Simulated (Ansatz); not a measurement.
**Computed paths: O vacancy in corundum, neutral cell**

Defect migration in corundum: O vacancy, neutral cell. The numbers are results of PBE, PAW (plane waves to 420 eV; Ansatz, a first-principles code), not measurements.

270-site cell at the relaxed PBE lattice, the Γ point alone, smearing 0.01 eV, spin-restricted, no finite-size correction. Static, classical nuclei. The charge state is imposed; whether it is stable for some Fermi level was not computed. Forms of the defect that were not tried may lie lower.

Barriers: single points on a 2×2×2 k-point mesh shifted by half a step along c at the bands' geometries.

```json
[
 {"Route": "a nearby O atom hops onto the vacant site", "Start site over the lowest site run (eV)": "0.00", "Hop (Å)": "2.51", "Forward barrier (eV)": "3.59", "Backward barrier (eV)": "3.59", "Neighbours at the start": "Al at 1.88, Al at 1.90, 2 Al at 1.98 Å", "Neighbours at the saddle": "2 Al at 1.80, 2 Al at 2.07 Å", "Saddle order": "not checked, on a symmetry element", "Forward, on the band's own sampling (eV)": "3.55"},
 {"Route": "a nearby O atom hops onto the vacant site", "Start site over the lowest site run (eV)": "0.00", "Hop (Å)": "2.74", "Forward barrier (eV)": "4.11", "Backward barrier (eV)": "4.11", "Neighbours at the start": "2 Al at 1.87, Al at 1.99, Al at 2.01 Å", "Neighbours at the saddle": "Al at 1.78, Al at 2.06, Al at 2.07 Å", "Saddle order": "not checked", "Forward, on the band's own sampling (eV)": "4.08"},
 {"Route": "a nearby O atom hops onto the vacant site", "Start site over the lowest site run (eV)": "0.00", "Hop (Å)": "2.63", "Forward barrier (eV)": "4.65", "Backward barrier (eV)": "4.65", "Neighbours at the start": "Al at 1.86, Al at 1.88, Al at 1.99, Al at 2.00 Å", "Neighbours at the saddle": "2 Al at 1.67 Å", "Saddle order": "not checked, on a symmetry element", "Forward, on the band's own sampling (eV)": "4.61"}
]
```

Paths come from nudged elastic bands with a climbing image. Of the routes that converged and passed our checks, the lowest saddle point lies 3.59 eV above the lowest of the sites run (a nearby O atom hops onto the vacant site); other sites, such as split forms, and other routes may lie lower. A band can be held on a symmetry element, so unchecked saddle points there may be too high.
